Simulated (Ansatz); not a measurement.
## What uniaxial strain ε_zz = −0.50 % does to MoSi2

Take MoSi₂ (space group I4/mmm, No. 139; a = 3.190 Å, c = 7.822 Å; relaxed with 0.1 eV smearing) as the base. Axes: x, y, z lie along a, b, c of the conventional cell.

Modification: uniaxial strain ε_zz = −0.50 %, all other strain components held at zero, atoms relaxed at fixed cell.

Method: plane-wave PAW DFT at the PBEsol level (Ansatz, a first-principles code, 420 eV), no SOC. Γ-centred 25×25×25 mesh, Fermi–Dirac width 0.1 eV.

```csv
quantity,base,changed,shift
volume per atom,13.27 Å³,13.20 Å³,-0.07 Å³
space group,I4/mmm (No. 139),I4/mmm (No. 139),–
shortest interatomic distance,2.580 Å,2.569 Å,-0.0115 Å
energy relative to the base (free energy F),0 meV/atom,+0.5 meV/atom,+0.5 meV/atom
"pressure (mean of the normal stresses, compression positive)",0.0 GPa,1.2 GPa,+1.2 GPa
band gap,zero,zero,–
"stress (xx, yy, zz, yz, xz, xy; compression positive)",–,"(0.5, 0.5, 2.7, 0.0, 0.0, 0.0) GPa",–
```

No phonon test of stability was made. All final runs are without spin polarisation.
